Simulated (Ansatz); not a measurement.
Worked example: relaxation of the atoms of YbAgBi (P3m1, 6 atoms in the cell) in Ansatz (an electronic-structure program).

Method: LDA (PW92), default PAW files made with PBE (plane waves; Ansatz).

The change in words: one atom moved by 0.15 angstrom; relax: default → atoms; relax.f_tol: default → 0.001 eV/Å. Reference geometry:
```
CELL_PARAMETERS angstrom
      4.90253     0.00000     0.00000
     -2.45126     4.24572     0.00000
      0.00000     0.00000     7.86045
ATOMIC_POSITIONS crystal
  Yb 0.00000 0.00000 0.74919
  Yb 0.00000 0.00000 0.24919
  Ag 0.33333 0.66667 0.56885
  Ag 0.66667 0.33333 0.06885
  Bi 0.33333 0.66667 0.96596
  Bi 0.66667 0.33333 0.46596
```

Reference input (self-consistent single point, DFT, LDA (PW92), plane waves, default PAW files made with PBE): basis.ecutwfc = 420 eV; kpoints.mp_grid.grid = 7 7 3; hamiltonian.xc = lda; hamiltonian.pseudopotentials = {kind: paw} (the program's default PAW files); scf.occupations.method = gaussian; scf.occupations.width = 0.1 eV. This run's input differs from it in these lines:

```diff
@@ -7,3 +7,3 @@
   atoms:
-    - { symbol: Yb, position: [0.000000, 0.000000, 0.749190] }
+    - { symbol: Yb, position: [0.000000, 0.000000, 0.768273] }
     - { symbol: Yb, position: [0.000000, 0.000000, 0.249190] }
@@ -22,2 +22,4 @@
   occupations: { method: gaussian, width: 0.1 }
+relax:
+  f_tol: 0.001
 output:
```

Log, with long lists cut:

```
   [... SCF lines of the steps left out ...]
relax step   1: F+E_penalty+E_count = -66212.25906436 eV  Δ(F+E_penalty+E_count) = +0.000e0 eV  max|allowed force component| = 4.716e-1 eV/Å  Δτ_max = 0.0000 Å  (14 SCF iters, dr2 threshold 1.00e-7 eV, accepted)
relax step   2: F+E_penalty+E_count = -66212.29895639 eV  Δ(F+E_penalty+E_count) = -3.989e-2 eV  max|allowed force component| = 1.235e-1 eV/Å  Δτ_max = 0.1312 Å  (8 SCF iters, dr2 threshold 1.39e-5 eV, accepted)
relax step   3: F+E_penalty+E_count = -66212.30418223 eV  Δ(F+E_penalty+E_count) = -5.226e-3 eV  max|allowed force component| = 7.173e-2 eV/Å  Δτ_max = 0.0384 Å  (7 SCF iters, dr2 threshold 9.54e-7 eV, accepted)
relax step   4: F+E_penalty+E_count = -66212.30624852 eV  Δ(F+E_penalty+E_count) = -2.066e-3 eV  max|allowed force component| = 1.246e-2 eV/Å  Δτ_max = 0.0232 Å  (7 SCF iters, dr2 threshold 3.53e-7 eV, accepted)
relax step   5: F+E_penalty+E_count = -66212.30629233 eV  Δ(F+E_penalty+E_count) = -4.381e-5 eV  max|allowed force component| = 3.630e-4 eV/Å  Δτ_max = 0.0035 Å  (7 SCF iters, dr2 threshold 9.71e-9 eV, accepted)
relax step   6: F+E_penalty+E_count = -66212.30629233 eV  Δ(F+E_penalty+E_count) = -5.195e-9 eV  max|allowed force component| = 3.709e-4 eV/Å  Δτ_max = 0.0000 Å  (5 SCF iters, accepted)
the relaxation is at rest under the 6 symmetry operations that the run kept from its start: a minimum is not shown …
Stability not checked: this state was not tested for a lower state beside it, because too few of the mixer's solves of this state at the end of the SCF gave a …
Free energy (F): -66212.306292 eV
Internal energy: -66212.297197 eV  (E = F + TS)
E sigma→0 (E₀):  -66212.301745 eV
Entropy (-TS):   -0.009095 eV (-1.516 meV/atom)
Fermi energy:    12.633948 eV
--- Forces (eV/Å), atoms counted from 1 ---
  atom   1  Yb    -0.00000000     0.00000000    -0.00000460
   [... lines left out ...]
    - { symbol: Ag, position: [0.33333333333333337, 0.6666666666666667, 0.5773691001945043] }
    - { symbol: Ag, position: [0.6666666666666667, 0.33333333333333337, 0.07735026420039753] }
    - { symbol: Bi, position: [0.33333333333333337, 0.6666666666666667, 0.9688282397024517] }
    - { symbol: Bi, position: [0.6666666666666667, 0.33333333333333337, 0.4688188421392317] }
```

The run converged. 

Summary of the result:
* **Free energy E − TS (on the zero of these files)**: -66212.3063 eV
* **Fermi level (on the code's own zero)**: 12.63 eV
* **Pressure**: -5.96 GPa
* **Relaxation steps**: 6

The starting cell comes from a database of computed structures (which also holds hypothetical and non-ambient phases and stackings), without a prior relaxation at this level. Its lattice was rescaled by up to half a per cent. For this run, on top of that: one atom moved by 0.15 angstrom. Spin polarisation is off. The relaxation keeps the symmetry of its start, so its end need not be a minimum. Ansatz's pressure includes its estimate of the finite-basis (Pulay) stress.

Cost on one core of a shared machine: roughly 3 min.

Keys are those of Ansatz 0.2.
